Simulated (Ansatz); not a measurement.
# O on the 1x1 (100) surface of beta Ga2O3 (cut with top plane Ga + 2 O), one in a 2x1 cell, started at the site 'bridge O-O (span 2.5 Å)'

Host crystal: beta Ga2O3, with a band gap (PBE, scalar-relativistic without spin-orbit coupling).

These are r2SCAN, at the PBE geometry and the start's symmetry (plane waves to 500 eV, PAW; Ansatz, a program for electronic structure) values and carry that method's errors.

Slab: 41 atoms, 10.2 Å thick at the start under the adsorbate (thin: gaps and levels are the slab's own); k 3x4x1, smearing 0.01 eV, dipole-corrected; single point; on the structure that PBE left under its start's symmetry; spin-polarised, no spin-orbit, no U, no dispersion correction. The starting moment vanished. The program's check for a lower electronic state was not made. At the end it is bonded to O. In D3-corrected PBE it is, or lies within 0.03 eV of, the lowest of the starts that converged.

```
Property                                                                                                                                                                                    Value
---------------------------------------------------------------------------------------------------------------  --------------------------------------------------------------------------------
energy of the end state, in which the adsorbate paired with a surface O atom, against ½ O2(g) at the same level                                                                           2.04 eV
change of the step from the bottom to the top vacuum level, against the clean slab                                                                                                        0.69 eV
height of the binding atom over the mean of the host atoms within 0.3 Å of the top one                                                                                                 2.233 bohr
magnetic moment of the cell                                                                                                                                                               0.00 μB
caution                                                                                                          the clean host was not checked against rearrangement in a larger or rattled cell
```

A negative adsorption energy means that the adsorbate is more stable on the surface than in its reference.
